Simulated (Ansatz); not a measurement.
Band structure of Li3Mg (I4/mmm, 4 atoms in the cell).

```
CELL_PARAMETERS angstrom
     -2.15793     2.15793     4.27820
      2.15793    -2.15793     4.27820
      2.15793     2.15793    -4.27820
ATOMIC_POSITIONS crystal
  Li 0.50000 0.50000 0.00000
  Li 0.25000 0.75000 0.50000
  Li 0.75000 0.25000 0.50000
  Mg 0.00000 0.00000 0.00000
```

Computed with PBEsol, PAW files made with PBE (plane waves; Ansatz, a quantum-chemistry and plane-wave program).

Settings: basis.ecutwfc = 420 eV; kpoints.mp_grid.grid = 11 11 11; hamiltonian.xc = pbesol; hamiltonian.pseudopotentials = {kind: paw} (the program's default PAW files); scf.occupations.method = fermi_dirac; scf.occupations.width = 0.05 eV; kpoints.band_path.npoints = 8.

The starting cell comes from a database of computed structures (which also holds hypothetical and non-ambient phases and stackings), without a prior relaxation at this level.

Levels in eV from the Fermi level, bands 7 to 13:
```json
[
 {"point": "Γ", "7": "-42.50", "8": "-4.70", "9": "1.23", "10": "3.06", "11": "3.06", "12": "3.13", "13": "3.13"},
 {"point": "X", "7": "-42.50", "8": "-1.77", "9": "-1.08", "10": "-0.57", "11": "-0.29", "12": "1.48", "13": "2.49"},
 {"point": "Y", "7": "-42.50", "8": "-2.01", "9": "-0.88", "10": "-0.88", "11": "-0.86", "12": "2.70", "13": "3.47"},
 {"point": "S", "7": "-42.50", "8": "-2.85", "9": "-1.63", "10": "-1.54", "11": "2.20", "12": "3.82", "13": "4.27"},
 {"point": "Z", "7": "-42.50", "8": "-3.53", "9": "-2.36", "10": "1.13", "11": "1.13", "12": "3.68", "13": "3.82"},
 {"point": "S1", "7": "-42.50", "8": "-2.85", "9": "-1.63", "10": "-1.54", "11": "2.20", "12": "3.82", "13": "4.27"},
 {"point": "N", "7": "-42.50", "8": "-3.08", "9": "-2.09", "10": "0.84", "11": "0.85", "12": "3.50", "13": "3.60"},
 {"point": "P", "7": "-42.50", "8": "-1.67", "9": "-0.86", "10": "-0.86", "11": "-0.65", "12": "2.60", "13": "3.45"},
 {"point": "Y1", "7": "-42.50", "8": "-2.01", "9": "-0.88", "10": "-0.88", "11": "-0.86", "12": "2.70", "13": "3.47"}
]
```

Bands cross the Fermi level along this path, so the cell is metallic at this level.

Keys are those of Ansatz 0.2.
